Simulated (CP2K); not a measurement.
CP2K 2026.2, DFT, PBE, Gaussian and plane waves, DZVP-MOLOPT bases, GTH-PBE potentials: diamond-structure Ge (Ge36), 36 atoms. Basis and mesh were picked for this test and aren't claimed converged.

| Property | Result |
|---|---|
| cell | 12.00, 12.00, 8.00 Å; 60, 60, 60° |
| SCF method | diagonalisation with mixing (no OT or OUTER_SCF section) |
| task | scf |
| basis | Ge=DZVP-MOLOPT-SR-GTH-q4 |
| GLOBAL/RUN_TYPE | ENERGY_FORCE |
| GLOBAL/PRINT_LEVEL | LOW |
| QS/METHOD | GPW |
| MGRID/REL_CUTOFF | 50 Ry |
| SCF/SCF_GUESS | ATOMIC |
| SCF/MAX_SCF | 150 |
| SCF/DIAGONALIZATION/ALGORITHM | STANDARD |
| SCF/MIXING/METHOD | BROYDEN_MIXING |
| SCF/MIXING/ALPHA | 0.4 |
| SCF/MIXING/NBUFFER | 8 |
| SCF/ADDED_MOS | 17 |
| SCF/SMEAR/METHOD | FERMI_DIRAC |
| SCF/SMEAR/ELECTRONIC_TEMPERATURE | [K] 300 |
| KPOINTS/SCHEME | MONKHORST-PACK 2 2 2 |
| KPOINTS/GAMMA_CENTERED | T |
| GLOBAL/PREFERRED_DIAG_LIBRARY | ELPA (default) |
| SCF/MIXING/BETA | 0.5 (default) |
| basis functions (base settings) | 468 |

Hardware: AMD EPYC (Zen 5), 96 cores on 1 socket, no SMT, 12 L3 cache groups; 94 cores' worth of CPU time may be used.

Each time is the median wall time of two to five repeats, run one at a time on the otherwise empty machine; start-up is included. Unless noted, each process is bound to its own block of adjacent cores. Build: conda-forge: MPICH, OpenMP, OpenBLAS, FFTW, ScaLAPACK, ELPA, COSMA, DBCSR on BLAS. Other compilers and libraries give other times. Scratch files lie in a memory file system.

All on 24 ranks. Base settings, kept where nothing else is said: QS/EPS_DEFAULT = 1e-12, MGRID/CUTOFF = 280 Ry, SCF/EPS_SCF = 1e-06, MGRID/NGRIDS = 4 (default). The candidates, on 24 cores each, agree within 1.0 meV/atom in energy, 10 meV/Å in forces (largest component):
A. the base settings
B. SCF/EPS_SCF = 0.0001
C. MGRID/NGRIDS = 2
D. QS/EPS_DEFAULT = 1e-08
E. QS/EPS_DEFAULT = 1e-10
F. MGRID/NGRIDS = 1
G. MGRID/CUTOFF = 400 Ry

Problem. Which choice gives the shortest wall time?

Solution. D and B, at 3.0 s to 3.1 s, level within 8 % or the scatter of repeats. At the other end F takes 7.3× as long.

```csv
candidate,wall time,repeats,SCF steps
D,3.0 s,3 runs within 1 %,9
B,3.1 s,3 runs within 1 %,6
E,3.4 s,3 runs within 1 %,9
A,3.9 s,3 runs within 1 %,9
G,4.4 s,3 runs within 1 %,9
C,5.7 s,3 runs within 2 %,9
F,22 s,2 runs within 1 %,9
```

From the slowest to the fastest: The largest move is in integrating the potential on the grids (grid_integrate_task_list): 9.6 s to 0.26 s. Launch, exit and the like take 0.97 s of the 3.0 s.
